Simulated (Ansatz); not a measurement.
Take Zr in the hcp (Mg type) structure (space group P6_3/mmc, No. 194; a = 3.1438 Å, c = 5.0928 Å; relaxed with 0.1 eV smearing) as the base. Axes: x lies along a and z along c of the hexagonal cell.

All numbers come from LDA (Ansatz, an electronic-structure program, PAW, spin-orbit coupling left out).

Strains are applied to the cell and any free atomic positions relax.

One change was made to it. Results:

```csv
quantity,base,after
energy relative to the base (free energy F),0 meV/atom,+1.9 meV/atom
shortest interatomic distance,3.127 Å,3.082 Å
```

Question: Name the change that was made.
(A) uniaxial strain ε_xx = −0.50 %
(B) uniaxial strain ε_xx = +0.50 %
(C) uniaxial strain ε_xx = +1.50 %
(D) uniaxial strain ε_xx = +2.00 %
(E) uniaxial strain ε_xx = −1.50 %

Answer: E, uniaxial strain ε_xx = −1.50 %. For comparison, the shortest interatomic distance in the other runs: uniaxial strain ε_xx = +0.50 % gives 3.126 Å; uniaxial strain ε_xx = +1.50 % gives 3.125 Å; uniaxial strain ε_xx = +2.00 % gives 3.126 Å; uniaxial strain ε_xx = −0.50 % gives 3.115 Å.

No phonon test of stability was made. The final runs are not spin-polarised.
